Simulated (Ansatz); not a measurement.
ErRu2 (P6₃/mmc, No. 194; cell taken from a computed entry), treated with r²SCAN in Ansatz (PAW).

Numerical settings: plane-wave cutoff 500 eV, 12×12×6 k mesh (along the axes of the cell as run), Fermi–Dirac smearing 0.1 eV, spin-polarised start, scalar-relativistic PAW data made under PBE.

Computed at the level's own relaxed cell.

Problem. What does this level give for the volume per atom, equilibrium lattice constant a and c axis length?

Solution. 
volume per atom: 17.30 Å³/atom
equilibrium lattice constant a: 5.212 Å
c axis length: 8.821 Å

Note: the magnetic order was assumed, not searched for or taken from measurement; the relaxation could not lower the start's symmetry, so the cell can be a saddle point above a distorted one; the 4f shell is treated without U or exact exchange, so its levels and filling can be wrong.

Spin–orbit coupling is not included.

The computed numbers hold no vibrational or temperature effects.

The result took roughly 40 core-minutes.

Ansatz is a program for electronic structure.
